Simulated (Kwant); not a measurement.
Device: quantum point contact (saddle potential) in a GaAs two-dimensional gas. Effective mass 0.067 mₑ, grid spacing 4.2 nm, hard walls, nominal width 100 nm (23 grid rows, so walls 100.8 nm apart), one parabolic valley, scattering region 300 nm long along x; energies count from the band bottom; Fermi energy 0.0311 eV. Potential (V0 + ½k y²) cos²(πx/L) for |x| < L/2, with V0 swept from 0.032655 to 0 eV, k = 5.8e-05 eV/nm², L = 130 nm.

The device is made up for the run: typed textbook-type constants, with dimensions and the other settings drawn at random.

Computed with Kwant: effective-mass tight-binding model on a square grid, one spin, coherent transport at 0 K. Conductance is in e²/h.

Sweep values stay those of the base run.

The Fermi energy was swept, all else fixed.

| Fermi energy (eV) | G (e²/h) at V0 = 16.56 meV | mean G (e²/h) over the sweep | G (e²/h) at V0 = 8.519 meV | G (e²/h) at V0 = 24.61 meV |
|---|---|---|---|---|
| 0.016 | (withheld) | (withheld) | (withheld) | (withheld) |
| 0.022 | 0.86 | 0.94 | 1.89 | 0.00078 |
| 0.026 | 1.05 | 1.30 | 2.04 | 0.058 |
| 0.0311 | 1.95 | 1.87 | 2.97 | 0.94 |

Problem. Some entries are withheld; supply them.

Solution. 
- 0.016, G (e²/h) at V0 = 16.56 meV: 0.0026
- 0.016, mean G (e²/h) over the sweep: 0.50
- 0.016, G (e²/h) at V0 = 8.519 meV: 1.00
- 0.016, G (e²/h) at V0 = 24.61 meV: 7.9e-7
